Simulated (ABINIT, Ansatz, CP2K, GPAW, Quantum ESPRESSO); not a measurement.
**One structure in several programs: Zn2GaCuSe4 (I-42m, 8 atoms in the cell)**

Self-consistent single point.

```
CELL_PARAMETERS angstrom
     -2.85330     2.85330     5.68208
      2.85330    -2.85330     5.68208
      2.85330     2.85330    -5.68208
ATOMIC_POSITIONS crystal
  Zn 0.75000 0.25000 0.50000
  Zn 0.25000 0.75000 0.50000
  Ga 0.50000 0.50000 0.00000
  Cu 0.00000 0.00000 0.00000
  Se 0.12590 0.12590 0.49750
  Se 0.87410 0.37160 0.00000
  Se 0.62840 0.62840 0.50250
  Se 0.37160 0.87410 0.00000
```

Shared settings, as Ansatz (an electronic-structure program) writes them: kpoints.mp_grid.grid = 3 3 3; scf.occupations.method = fermi_dirac; scf.occupations.width = 0.02 eV. Potentials and cutoffs stand in the table.

```json
[
 {"code": "Quantum ESPRESSO", "model": "PBEsol, PSlibrary PAW (PBE) pseudopotentials", "pressure (GPa)": "-3.13", "largest force (eV/Å)": "0.075", "gap on the mesh (eV)": "0.333", "cutoff": "70 Ry"},
 {"code": "GPAW", "model": "PBEsol, GPAW PAW datasets PBEsol (made by gpaw-setup)", "pressure (GPa)": "-3.05", "largest force (eV/Å)": "0.081", "gap on the mesh (eV)": "0.359", "cutoff": "800 eV"},
 {"code": "ABINIT", "model": "PBEsol, PAW (JTH v2.0 PBE PAW, files made for PBE)", "pressure (GPa)": "-3.25", "largest force (eV/Å)": "0.073", "gap on the mesh (eV)": "0.342", "cutoff": "816 eV"},
 {"code": "Ansatz", "model": "PBEsol, PAW files made with PBE", "pressure (GPa)": "-3.32", "largest force (eV/Å)": "0.085", "gap on the mesh (eV)": "0.336", "cutoff": "420 eV"},
 {"code": "CP2K", "model": "PBEsol, GPW, DZVP-MOLOPT-SR-GTH basis, GTH-PBE potentials (GTH_POTENTIALS)", "pressure (GPa)": "-2.01", "largest force (eV/Å)": "0.083", "gap on the mesh (eV)": "0.291", "cutoff": "grid 600 Ry"}
]
```

Gaps are read on the mesh.

The spread over the programs that give each value: pressure within 1.31 GPa; largest force within 0.012 eV/Å; gap on the mesh within 0.068 eV.

CP2K uses small atom-centred bases, whose incompleteness enters pressures, forces and empty levels differently from a plane-wave cutoff. Ansatz's pressure is given at a fixed set of plane waves, as the other plane-wave codes print theirs; with its correction for the finite basis it is -3.27 GPa. In the pressure, CP2K (by 1.18) lies more than 1 GPa from the median of the plane-wave programs.

The starting cell comes from a database of computed structures (which also holds hypothetical and non-ambient phases and stackings), without a prior relaxation at this level.

Left out of this page: SIESTA (unsound by tests on forces, stress, charge or solver warnings).

Keys are those of Ansatz 0.2.
